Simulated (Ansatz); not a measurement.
The parent structure is LiVC$_{2}$O$_{6}$ (space group R-3, No. 148; ferromagnetic; a cell from a computed database, its experimental status unchecked).

```yaml
crystal:
  lattice:
    - [2.31132, 1.33444, 4.93246]
    - [-2.31132, 1.33444, 4.93246]
    - [0.00000, -2.66888, 4.93246]
  atoms:
    - { symbol: Li, position: [0.00000, 0.00000, 0.00000] }
    - { symbol: V, position: [0.50000, 0.50000, 0.50000] }
    - { symbol: C, position: [0.24473, 0.24473, 0.24473] }
    - { symbol: C, position: [0.75527, 0.75527, 0.75527] }
    - { symbol: O, position: [0.74017, 0.04114, 0.48400] }
    - { symbol: O, position: [0.25983, 0.95886, 0.51600] }
    - { symbol: O, position: [0.48400, 0.74017, 0.04114] }
    - { symbol: O, position: [0.51600, 0.25983, 0.95886] }
    - { symbol: O, position: [0.04114, 0.48400, 0.74017] }
    - { symbol: O, position: [0.95886, 0.51600, 0.25983] }
```

The values are results of PBEsol (Ansatz, a quantum-chemistry and plane-wave program, PAW, no spin-orbit coupling), not measurements.

Base values:

| Quantity | Value |
|---|---|
| Pressure | 0.0 GPa |

Modification: an isotropic linear strain of −3.02 %, atoms relaxed at fixed cell.

Task: Estimate the effect on the energy relative to the base, largest internal atomic displacement and pressure.

Result: The energy rises by 22 meV/atom; the largest internal atomic displacement comes out as 0.066 Å; the pressure (mean of the normal stresses, compression positive) goes from zero to 9.6 GPa.

Other magnetic orders, which the real material may have, were not ruled out. Whether these cells are dynamically stable was not tested. No Hubbard U is applied, and correlation can decide whether such a compound is a metal.
